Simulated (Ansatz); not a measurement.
**CdSe: band gap against strain**

CdSe (zinc blende, F-43m, 28.838 Å³/atom at rest) under an equal strain ε in the (111) plane with the normal axis free, as in a coherent film. r2SCAN in Ansatz, a plane-wave DFT program (PAW, default set), 500 eV, 9×9×9 Γ-centred mesh, Fermi-Dirac smearing 0.05 eV; ions are relaxed within the symmetry of each cell. Gaps are the smallest over the k-mesh and a band path, without spin-orbit coupling; in all rows the valence edge lies at Γ and the conduction edge at Γ.

Here s stands for strain and Eg for gap.

```csv
strain (%),gap (eV)
-2.50,?
-1.25,1.027
-0.83,1.033
-0.42,1.037
0.00,1.040
```

**Question.** Using a straight line, estimate the missing Eg at s = -2.50 from the other rows, showing the fit.

**Answer.** Means: s -0.62500, Eg 1.0342. About the means, the sum of products is 0.0089450 and the sum of squares of s is 0.86530; the slope is their ratio. Least squares gives Eg = 1.0407 + 0.01034·s. Residuals (row less fit): -0.0008, 0.0009, 0.0006, -0.0007; standard error 0.0011 (degrees of freedom: 2). Over these rows the gap moves by 1.0 ± 0.1 eV per unit strain. At the withheld row, Eg = 1.0407 + 0.01034 × (-2.50) = 1.0149 eV. The calculation gives 0.994 eV, 0.0209 eV below the prediction (45.4 % of the range of Eg in the table). The row lies outside the fitted rows, so this is an extrapolation. From the scatter of the fitted rows alone, a prediction at this place has a standard error of 0.0025 eV, so the miss is 8.4 times that.

One order more, fitted to all 7 runs of the series, follows each within 0.001, so the miss is the next term of a smooth law. CdSe stands in this structure, whereas wurtzite is the usual form. Spin-orbit coupling is left out, which can shift this property for CdSe. Rows are the converged runs of the series near zero and its far end; series whose fitted rows scatter by over a few per cent of the range, as at a crossing or softening among them, aren't shown in this form. Most that stay on the fit to the last digits aren't either.
